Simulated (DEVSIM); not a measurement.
System: illuminated Si n-on-p cell, one wavelength, at 250 K.

Layer 1 from the left is Si, thickness (μm) 0.560, Nd (cm⁻³) 1.5e18, τn (s) 1.3e-7, τp (s) 1.4e-8, absorption coefficient (cm⁻¹) 13000. Layer 2 from the left is Si, thickness (μm) 220, Na (cm⁻³) 5.7e16, τn (s) 4.5e-7, τp (s) 4.5e-7, absorption coefficient (cm⁻¹) 13000.

Left contact: ohmic, minority hole recombination velocity 2e6 cm/s. Right contact: ohmic, minority electron recombination velocity 40 cm/s. Voltage is applied to the left contact. Recombination: SRH at mid-gap, radiative, Auger. Light enters at the left, 3.6e16 photons cm⁻² s⁻¹, one pass, no reflection. Mobility is constant in doping.

The device is made up for the run: typed textbook-type constants, with dimensions and the other settings drawn at random. Values at 300 K; Nc and Nv go as T^1.5, mobilities as T to minus their exponent, the gap by Varshni's rule with the affinity fixed.

Si: gap (eV) 1.124, affinity (eV) 4.05, permittivity 11.7, Nc (cm⁻³) 2.86e19, Nv (cm⁻³) 3.1e19, μn (cm²/Vs) 1417, μp (cm²/Vs) 470, T exponent of μn 2.3, T exponent of μp 2.2, B (cm³/s) 4.7e-15, Cn (cm⁶/s) 2.8e-31, Cp (cm⁶/s) 9.9e-32, Varshni α (eV/K) 0.000473, Varshni β (K) 636.

Model (solved in DEVSIM): 1D drift-diffusion, Boltzmann statistics, complete ionisation; no tunnelling, impact ionisation, image-force lowering or self-heating.

Dark forward current:

| |V| (V) | |J| (A/cm²) |
|---|---|
| 0.05 | 2.811e-11 |
| 0.10 | 1.143e-10 |
| 0.15 | 3.974e-10 |
| 0.20 | 1.339e-9 |
| 0.25 | 4.501e-9 |
| 0.30 | 1.532e-8 |
| 0.35 | 5.410e-8 |
| 0.40 | 2.097e-7 |
| 0.45 | 9.870e-7 |
| 0.50 | 6.164e-6 |
| 0.55 | 4.950e-5 |
| 0.60 | 0.0004583 |
| 0.65 | 0.004504 |
| 0.70 | 0.04503 |
| 0.75 | 0.4324 |
| 0.80 | 3.059 |
| 0.85 | 10.92 |
| 0.90 | 23.45 |
| 0.95 | 39.53 |
| 1.00 | 59.09 |
| 1.05 | 82.77 |
| 1.10 | 111.8 |
| 1.15 | 147.8 |
| 1.20 | 193.2 |
| 1.25 | 250.2 |
| 1.30 | 321.7 |

Q: Work out the local ideality factor n = ΔV / (kT/q · ln(J2/J1)) between the rows 0.10 and 0.15 V, 0.65 and 0.70 V, 1.25 and 1.30 V.

A: kT/q = 21.54 mV. From 0.10 to 0.15 V: ln(3.974e-10/1.143e-10) = 1.246, n = 1.86, near the 2 of recombination in the depletion region. From 0.65 to 0.70 V: ln(0.04503/0.004504) = 2.302, n = 1.01, near the 1 of diffusion or emission over a barrier. From 1.25 to 1.30 V: ln(321.7/250.2) = 0.251, n = 9.23.

Q: What current could the absorbed light give at most, and what share is collected?

A: Σ αd = 287, so qΦ(1 − exp(−Σ αd)) = 5.77 mA/cm². The simulated short-circuit current is 4.269 mA/cm², a share of 0.74.

Q: Estimate the open-circuit voltage by superposition: the voltage at which the dark current equals that short-circuit current.

A: Interpolating ln J in the table gives 0.649 V. The simulation gives 0.649 V, the same within the digits that matter. Superposition holds where collection doesn't change with voltage.

Q: Estimate the fill factor from FF0 = (v − ln(v + 0.72))/(v + 1), v = qVoc/(nkT), with n from the dark curve.

A: The rows about Voc, 0.60 and 0.65 V, give n = 1.02, so v = 29.7 and FF0 = 0.856. The simulation gives 0.855, the same within the digits that matter.
